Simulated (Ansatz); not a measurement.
# ZnGeAs2: energy against strain

ZnGeAs2 (chalcopyrite, I-42d, 22.359 Å³/atom and stress up to 0.01 GPa in the relaxed cell, c along z) under a strain ε along c (axis z), the other axes held. PBEsol in Ansatz, a plane-wave DFT program (PAW, default set), 420 eV, 8×8×8 Γ-centred mesh, Fermi-Dirac smearing 0.05 eV; ions are relaxed, or left where forces stay under 0.02 eV/Å, within the symmetry of each cell.

Here s stands for strain and y for E less E0.

```
strain (%)  E less E0 (meV/atom)
----------  --------------------
-1.50                       1.66
-0.75                       0.41
0.00                        0.00
0.75                        0.40
1.50                        1.61
3.00                           ?
```

Fit y of the 5 rows that show it with a parabola. Least squares gives y = -0.003 - 0.0147·s + 0.7276·s². Residuals (row less fit): 0.004, -0.007, 0.003, 0.005, -0.002; standard error 0.007 (degrees of freedom: 2). Twice the quadratic coefficient over the volume, 2 × 0.7276 meV × 10⁴ × 0.1602 / 22.359 Å³, is the elastic constant C33 = 104.3 ± 0.5 GPa (± standard error of the fit, which holds the terms cut off).

### Question
Predict the withheld y at s = 3.00 from the fit, and compare with the calculation.

### Answer
y = -0.003 - 0.0147 × 3.00 + 0.7276 × 3.00² = 6.501 meV/atom. The calculation gives 6.33 meV/atom, 0.171 meV/atom below the prediction (2.7 % of the range of y in the table). The row lies outside the fitted rows, so this is an extrapolation. From the scatter of the fitted rows alone, a prediction at this place has a standard error of 0.030 meV/atom, so the miss is 5.7 times that.

A polynomial of degree 3 through the 8 other runs of the series gives 6.33 there, so most of the miss is curvature that the fit leaves out. This level leaves no gap over 0.05 eV at strain 3.00 %. The start is a measured cell from the literature; how it stands against other phases or cation orders wasn't checked. Rows are the converged runs of the series near zero and its far end; series whose fitted rows scatter by over a few per cent of the range, as at a crossing or softening among them, aren't shown in this form, nor equations of state whose B0' disagrees with the runs' pressures. Most that stay on the fit to the last digits aren't either.
